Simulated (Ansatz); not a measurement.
# The (111) surface of fcc Ag, (√3x√3)R30°, one Ag site of the top plane empty (bottom of the slab: a bare face, its two planes held)

All values below come from PBE (plane waves to 420 eV, PAW; Ansatz, an electronic-structure program).

Model: 17-atom slab, 12.0 Å thick at the start with caps and adatoms (thin: gaps and levels are the slab's own), 9x9x1 mesh, Fermi-Dirac 0.1 eV, dipole correction, 6 atoms held, the rest relaxed; held to the start's symmetry, so lower structures may exist; no spin, no spin-orbit, no U. In PBE it lies 0.04 eV a 1x1 cell over the lowest computed structure of the same composition (one row in 3 of the top plane missing).

work function of the top face: 4.10 eV
energy released by relaxation: 0.047 eV
cost: about 4 core-minutes (a rough figure)
